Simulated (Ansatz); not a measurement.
The reference is MgS in the rock salt structure (space group Fm-3m, No. 225; a = 5.182 Å).

Perturbation: a hydrostatic pressure of 0.3 GPa.

Levels (all Ansatz, a first-principles code, PAW): PBEsol (420 eV, spin-orbit coupling left out); r2SCAN (500 eV, without spin-orbit coupling); HSE06 (420 eV, spin-orbit coupling left out).

One geometry, relaxed with PBEsol, under each level:

Notes on the quantities. hole mass: degenerate bands, along [100].

```tsv
level	band gap	lowest conduction level above the VBM at special points	electron mass	hole mass	pressure
PBEsol	2.73 eV	X 2.73 eV; Γ 3.72 eV; U 3.83 eV; K 3.83 eV	0.53 mₑ along k, 0.29 mₑ across (at X)	0.25, 0.91, 0.91 mₑ (at Γ)	0.30 GPa
r2SCAN	3.50 eV	X 3.50 eV; Γ 4.78 eV; U 4.58 eV; K 4.58 eV	0.48 mₑ along k, 0.30 mₑ across (at X)	0.28, 0.92, 0.92 mₑ (at Γ)	1.32 GPa
HSE06	3.84 eV	X 3.84 eV; Γ 4.96 eV; U 4.98 eV	–	–	–
```

Single points use the geometry relaxed with PBEsol. Their cutoffs differ, which shifts pressures a little. The hybrid gap comes from the SCF mesh plus the semilocal run's edge points and a few special points and is an upper bound. Load acts through the strain it causes; cell and atoms are relaxed under it. Effective masses come from finite differences of ±0.01 Å⁻¹. Along k means along the line from Γ to the band edge. No phonon test of stability was made.
